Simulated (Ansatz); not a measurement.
Start from PbI2 in the CdI2 type structure (space group P-3m1, No. 164; a = 4.440 Å, c = 6.742 Å; layered).

It is then changed as follows: Si takes the place of Pb on all its sites; the structure is relaxed again.

Levels (all Ansatz, a first-principles code, PAW, earlier PAW set): PBEsol-D3(BJ) (420 eV, no SOC); PBEsol+SOC (420 eV, spin-orbit coupling included).

The geometry is relaxed with PBEsol-D3(BJ).

| Quantity | Result |
|---|---|
| PBEsol-D3(BJ) band gap | 1.25 eV |
| PBEsol-D3(BJ) electron mass | 0.96 mₑ along k, 0.18 mₑ across (at A) |

Problem. What does PBEsol+SOC give at this geometry for the hole mass, band gap and electron mass?

Solution. The hole mass amounts to 0.44 mₑ along k, 1.2 mₑ across (at A); the band gap decreases by 0.07 eV, from 1.25 eV to 1.18 eV; the electron mass changes from 0.96 mₑ along k, 0.18 mₑ across (at A) to 1.0 mₑ along k, 0.17 mₑ across (at A).

Single points use the geometry relaxed with PBEsol-D3(BJ). The spin-orbit shifts are approximate. Spin-orbit coupling, missing from the scalar runs, can matter with I. Masses are band curvatures over ±0.01 Å⁻¹ around the edge. Along k means along the line from Γ to the band edge. No phonon test of stability was made. As relaxed here, SiI2 is a hypothetical phase, not in the database extracts checked.
